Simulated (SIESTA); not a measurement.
SIESTA run on IrO2 (P4_2/mnm, 6 atoms in the cell): self-consistent single point.

Method: GGA PBE, numerical atomic orbitals TZP, PseudoDojo PBE standard norm-conserving potentials (rewritten from UPF to PSML) in SIESTA.

```yaml
crystal:
  lattice:
    - [4.50351, 0.00000, 0.00000]
    - [0.00000, 4.50351, 0.00000]
    - [0.00000, 0.00000, 3.17544]
  atoms:
    - { symbol: Ir, position: [0.50000, 0.50000, 0.50000] }
    - { symbol: Ir, position: [0.00000, 0.00000, 0.00000] }
    - { symbol: O, position: [0.69134, 0.69134, 0.00000] }
    - { symbol: O, position: [0.30866, 0.30866, 0.00000] }
    - { symbol: O, position: [0.80866, 0.19134, 0.50000] }
    - { symbol: O, position: [0.19134, 0.80866, 0.50000] }
```

Reference input (self-consistent single point, DFT, GGA PBE, numerical atomic orbitals TZP, PseudoDojo PBE standard norm-conserving potentials (rewritten from UPF to PSML)): XC.functional = GGA; XC.authors = PBE; potentials = PseudoDojo PBE standard; PAO.BasisSize = TZP; PAO.EnergyShift = 0.01 Ry; MeshCutoff = 400 Ry; kgrid.MonkhorstPack = 5 5 7; OccupationFunction = MP; OccupationMPOrder = 1; ElectronicTemperature = 136 meV; MaxSCFIterations = 150; SCF.Mixer.Method = Pulay. This run's input differs from it in these lines:

```diff
@@ -44,3 +44,6 @@
 SCF.Mixer.History            6
-SCF.DM.Tolerance             1.0E-04
+SCF.DM.Converge              false
+SCF.H.Converge               false
+SCF.FreeE.Converge           true
+SCF.FreeE.Tolerance          1.0E-04 eV
 Diag.ParallelOverK           true
```

Output (repeated stretches shortened):

```
        iscf     Eharris(eV)        E_KS(eV)     FreeEng(eV)     dDmax    Ef(eV) dHmax(eV)
   scf:    1    -8018.478786    -8033.361063    -8033.360640  1.005040 -0.542985 19.163140
   scf:    2    -8058.487194    -8046.797028    -8046.798077  0.171229 -1.238736 13.818098
   scf:    3    -8059.718518    -8058.902580    -8058.914400  0.268111 -2.506653  2.182049
   scf:    4    -8038.056199    -8052.196288    -8052.197984  0.241846 -2.264730  8.672045
   scf:    5    -8062.092446    -8059.320139    -8059.329921  0.143807 -2.922627  0.828466
   scf:    6    -8059.180716    -8059.332472    -8059.343480  0.029252 -3.030807  0.814208
   scf:    7    -8059.404524    -8059.378249    -8059.389220  0.011828 -2.950013  0.157936
   scf:    8    -8059.378461    -8059.378389    -8059.389285  0.002228 -2.961916  0.202993
SCF Convergence by FreeE criterion
|FreeE_i-FreeE_(i-1)| (eV) <     0.00010000
max |DM_out - DM_in|         :     0.0022276998
max |H_out - H_in|      (eV) :     0.2029925186
SCF cycle converged after 8 iterations

Using DM_out to compute the final energy and forces

siesta: E_KS(eV) =            -8059.3784

siesta: E_KS - E_eggbox =     -8059.3784

siesta: Atomic forces (eV/Ang):
     1   -0.000000   -0.000000    0.000000
     2   -0.000000   -0.000000   -0.000000
     3    0.020412    0.020412   -0.000000
     4   -0.020412   -0.020412   -0.000000
     5   -0.020412    0.020412    0.000000
     6    0.020412   -0.020412    0.000000
   Tot   -0.000000   -0.000000    0.000000
   Max    0.020412
   Res    0.013608    sqrt( Sum f_i^2 / 3N )
   Max    0.020412    constrained

   [... lines left out ...]
siesta: FreeEng =     -8059.389285
   [... lines left out ...]
siesta:    -0.014921    0.000000   -0.000000
siesta:     0.000000   -0.014921   -0.000000
siesta:    -0.000000   -0.000000   -0.016731

siesta: Cell volume =         64.402934 Ang**3

siesta: Pressure (static):
siesta:                Solid            Molecule  Units
siesta:           0.00016908          0.00017151  Ry/Bohr**3
siesta:           0.01552419          0.01574746  eV/Ang**3
siesta:          24.87249021         25.23021269  kBar
```

The run converged in 8 iterations. Against the reference run the free energy stays essentially unchanged (within 1 meV/atom), the pressure goes from 2.06 to 2.49 GPa and the largest force hardly changes (0.027 to 0.029 eV/Å).

The starting cell comes from a database of computed structures (which also holds hypothetical and non-ambient phases and stackings), without a prior relaxation at this level. Its lattice was rescaled by a random factor within 2.5 % of one. Spin polarisation is off. Values carry the incompleteness of an atom-centred basis.

Cost on one core of a shared machine: roughly 50 s.
